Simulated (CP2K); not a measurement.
Band structure of Ta2N (P-3m1, 3 atoms in the cell).

```yaml
crystal:
  lattice:
    - [3.11286, 0.00000, 0.00000]
    - [-1.55643, 2.69582, 0.00000]
    - [0.00000, 0.00000, 4.86984]
  atoms:
    - { symbol: Ta, position: [0.66667, 0.33333, 0.74529] }
    - { symbol: Ta, position: [0.33333, 0.66667, 0.25471] }
    - { symbol: N, position: [0.00000, 0.00000, 0.00000] }
```

Computed with PBE, GPW, DZVP-MOLOPT-SR-GTH basis, GTH-PBE potentials (GTH_POTENTIALS) (CP2K).

Settings: CUTOFF = 500 Ry; REL_CUTOFF = 50 Ry; SMEAR/METHOD = FERMI_DIRAC; ELECTRONIC_TEMPERATURE = 1578.21 K; KPOINTS/SCHEME = MONKHORST-PACK 10 10 6; GAMMA_CENTERED = T; XC_FUNCTIONAL = PBE; Ta/BASIS_SET = DZVP-MOLOPT-SR-GTH; Ta/POTENTIAL = GTH-PBE-q13; N/BASIS_SET = DZVP-MOLOPT-SR-GTH; N/POTENTIAL = GTH-PBE-q5; METHOD = GPW; EPS_DEFAULT = 1e-10; EXTRAPOLATION = USE_GUESS.

The starting cell comes from a database of computed structures (which also holds hypothetical and non-ambient phases and stackings), without a prior relaxation at this level. Spin-orbit coupling is off. Spin polarisation is off; with an odd number of electrons in the cell that forces a metal, and a magnetic state may lie lower. Values carry the incompleteness of an atom-centred basis.

Levels in eV from the Fermi level, bands 12 to 17:
```tsv
point	12	13	14	15	16	17
Γ	-6.08	-4.98	-0.63	-0.21	-0.21	0.22
M	-6.38	-4.53	-2.64	-1.41	1.81	1.88
K	-6.22	-3.35	-2.72	-2.72	1.27	1.27
A	-6.25	-2.86	-2.70	-1.09	-1.09	1.81
L	-6.13	-3.29	-2.18	-2.15	-0.30	0.74
H	-6.38	-2.46	-1.95	-1.95	0.65	0.78
```

Bands cross the Fermi level along this path, so the cell is metallic at this level.

Higher empty bands are left out: an atom-centred basis made for the valence describes them poorly.
